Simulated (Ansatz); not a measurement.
Defect migration in monoclinic ZrO2: F-vacancy pair (F on one host O site, one O site vacant), charge state +3. The step: direct exchange of F with the vacancy (F-vacancy distance between ideal sites 2.60 Å throughout); the atom moves 2.23 Å along (-0.11, -0.30, 0.25) of the unit cell; the moving atom starts with neighbours O at 2.59, O at 2.66, O at 2.71; Zr at 2.16, Zr at 2.25, Zr at 2.39 Å and ends with O at 2.59, O at 2.66, O at 2.71; Zr at 2.16, Zr at 2.25, Zr at 2.39 Å. DFT values are from Ansatz (plane-wave PAW, 420 eV unless said) in a cell of 96 host sites, spin-restricted, static, with no finite-size correction. The charge state is imposed; whether it is stable for some Fermi level was not computed. Forms of the defect that were not tried may lie lower. For the PBE band: the saddle point's order was not checked, and it lies on a symmetry element of the cell, where a band can be held.

| Level | Forward barrier (eV) | Cost of the band or of the saddle's single point |
|---|---|---|
| CHGNet universal potential (has no charge state), its own band | 0.59 | - |
| PBE, the Γ point alone, band relaxed | 0.49 | very roughly 30 core-minutes |
| PBE, a 2×2×2 k-point mesh shifted by half a step, same geometries | 0.48 | about 9 core-minutes (a rough figure) |
| r2SCAN at 500 eV, the Γ point alone, same geometries | (withheld) | very roughly 3 core-minutes |

Q: Some entries are withheld; supply them.

A: 
- r2SCAN at 500 eV, the Γ point alone, same geometries, Forward barrier (eV): 0.50

Ansatz is a first-principles code.
